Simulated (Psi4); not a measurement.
Psi4 1.11, BP86/def2-svp: Cd(Br)2 ([Br][Cd][Br]), 3 atoms. The geometry is a generated start, not checked to be a minimum at this level.

```yaml
task: energy
method: bp86
basis: def2-svp
memory: 3 GB
maxiter: 100
keys_of_the_molecule_block: symmetry c1
scf_type: df (default)
guess: auto, which took SAD (default)
scf_initial_accelerator: adiis (default)
e_convergence: 1e-06 (default)
d_convergence: 1e-06 (default)
dft_radial_points: 75 (default)
dft_spherical_points: 302 (default)
effective_core_potentials: those of the basis set, past Kr
basis_functions: 95
grid_points: 63496
```

```xyz
3

Cd     0.8403     0.0130    -0.2226
Br    -0.7673     1.6045    -1.1112
Br    -0.0730    -1.6175     1.3339
```

Charge 0 and multiplicity 1 are set for this test and not shown to be the ground state.

One run each on 2 threads. Values of diis_max_vecs tried: 3, 6, 10 (default), 20.

### Question
Predict the course of the SCF iterations along this series.

### Answer
Fewest SCF iterations, within one of each other: 6 with 10, 10 (default) with 10, 20 with 10. The count rises to 21 at 3. All converge to one solution.

```csv
diis_max_vecs,SCF iterations,end
3,21,same solution
6,10,same solution
10 (default),10,same solution
20,10,same solution
```
